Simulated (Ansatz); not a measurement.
## Pressure series in TaN

Base system: TaN in the rock salt structure (space group Fm-3m, No. 225; a = 4.396 Å).

Cell and atoms are relaxed at each pressure.

Calculations: plane-wave PAW DFT at the r2SCAN level (Ansatz, an electronic-structure program, 500 eV), no spin-orbit coupling.

Notes on the quantities. enthalpy: H = E + PV relative to the base's energy.

| case | shortest interatomic distance | enthalpy |
|---|---|---|
| base | 219.8 pm | – |
| pressure −2 GPa | 220.2 pm | -0.13 eV/atom |
| pressure −1 GPa | 220.0 pm | -0.07 eV/atom |
| pressure 1.8 GPa | 219.4 pm | +0.12 eV/atom |
| pressure 4.2 GPa | 219.0 pm | +0.28 eV/atom |
| pressure 9 GPa | 218.0 pm | +0.59 eV/atom |
| pressure 18 GPa | 216.5 pm | +1.17 eV/atom |
| pressure 30 GPa | ? | +1.91 eV/atom |
| pressure 45 GPa | 212.4 pm | +2.83 eV/atom |
| pressure 60 GPa | 210.6 pm | +3.71 eV/atom |

Q: Some entries are withheld; estimate them.

A: 
- pressure 30 GPa, shortest interatomic distance: 214.5 pm

Load acts through the strain it causes; cell and atoms are relaxed under it. Stability against distortions was not tested. No other phases were tried under pressure. The final runs are not spin-polarised. This is not the structure that TaN has at room temperature and ambient pressure.
